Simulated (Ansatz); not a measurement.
**Effect of uniaxial strain ε_zz = +2.50 % on Pd**

The parent structure is Pd in the fcc (Cu type) structure (space group Fm-3m, No. 225; a = 3.841 Å; relaxed with 0.1 eV smearing). Axes: x, y, z lie along the cube axes.

Now apply this change: the cell is stretched by 2.50 % along z with no lateral relaxation, atoms relaxed at fixed cell.

Computed with Ansatz (a program for electronic structure), LDA, PAW, cutoff 420 eV, no spin-orbit coupling. Settings: 29×29×29 k-points, 0.1 eV Fermi–Dirac smearing.

```tsv
quantity	base	changed	shift
volume per atom	14.17 Å³	14.53 Å³	+0.354 Å³
space group	Fm-3m (No. 225)	I4/mmm (No. 139)	–
shortest interatomic distance	5.133 bohr	5.133 bohr	0.000 bohr
energy relative to the base (free energy F)	0 meV/atom	+7.2 meV/atom	+7.2 meV/atom
pressure (mean of the normal stresses, compression positive)	0.0 GPa	-5.2 GPa	-5.2 GPa
band gap	zero	zero	–
stress (xx, yy, zz, yz, xz, xy; compression positive)	–	(-4.6, -4.6, -6.3, 0.0, 0.0, 0.0) GPa	–
```

Stability against distortions was not tested. The final runs are not spin-polarised. Pd lies near a magnetic instability that expansion can trigger; it was not tested.
